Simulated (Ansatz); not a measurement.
# ZnBr2 (within 0.1 Å of I4₁/acd, No. 142; cell taken from a computed entry)

All values below come from r²SCAN in Ansatz (PAW).

Settings: plane-wave cutoff 500 eV, 4×4×4 k mesh, Fermi–Dirac smearing 0.05 eV, scalar-relativistic PAW data made under PBE.

Cell (relaxed at this level):

```
CELL_PARAMETERS angstrom
     12.28875    -5.89673     0.09127
     12.28875     5.89673     0.09127
     -5.73709     0.00000    10.30477
ATOMIC_POSITIONS crystal
  Zn 0.31276 0.06329 0.79233
  Zn 0.68724 0.93671 0.20767
  Zn 0.93671 0.68724 0.70767
  Zn 0.06329 0.31276 0.29233
  Zn 0.29232 0.58377 0.81279
  Zn 0.70768 0.41623 0.18721
  Zn 0.41623 0.70768 0.68721
  Zn 0.58377 0.29232 0.31279
  Zn 0.81272 0.56328 0.08374
  Zn 0.18728 0.43672 0.91626
  Zn 0.43672 0.18728 0.41626
  Zn 0.56328 0.81272 0.58374
  Zn 0.91629 0.20766 0.93671
  Zn 0.08371 0.79234 0.06329
  Zn 0.79234 0.08371 0.56329
  Zn 0.20766 0.91629 0.43671
  Br 0.74997 0.74998 0.02800
  Br 0.25003 0.25002 0.97200
  Br 0.25002 0.25003 0.47200
  Br 0.74998 0.74997 0.52800
  Br 0.89540 0.35569 0.36455
  Br 0.10460 0.64431 0.63545
  Br 0.64431 0.10460 0.13545
  Br 0.35569 0.89540 0.86455
  Br 0.86457 0.88652 0.39539
  Br 0.13543 0.11348 0.60461
  Br 0.11348 0.13543 0.10461
  Br 0.88652 0.86457 0.89539
  Br 0.00599 0.50604 0.25604
  Br 0.99401 0.49396 0.74396
  Br 0.49396 0.99401 0.24396
  Br 0.50604 0.00599 0.75604
  Br 0.85570 0.39538 0.88655
  Br 0.14430 0.60462 0.11345
  Br 0.60462 0.14430 0.61345
  Br 0.39538 0.85570 0.38655
  Br 0.36460 0.38656 0.85573
  Br 0.63540 0.61344 0.14427
  Br 0.61344 0.63540 0.64427
  Br 0.38656 0.36460 0.35573
  Br 0.02798 0.97202 0.25000
  Br 0.97202 0.02798 0.75000
  Br 0.47199 0.52801 0.75000
  Br 0.52801 0.47199 0.25000
  Br 0.25602 0.75606 0.00606
  Br 0.74398 0.24394 0.99394
  Br 0.24394 0.74398 0.49394
  Br 0.75606 0.25602 0.50606
```

```
Quantity                        Value
--------  ---------------------------
band gap  3.97 eV (on the SCF k mesh)
```

Spin–orbit coupling is not included.

The computed numbers hold no vibrational or temperature effects.

The result took roughly 4 core-hours.

Ansatz is a program for electronic structure.
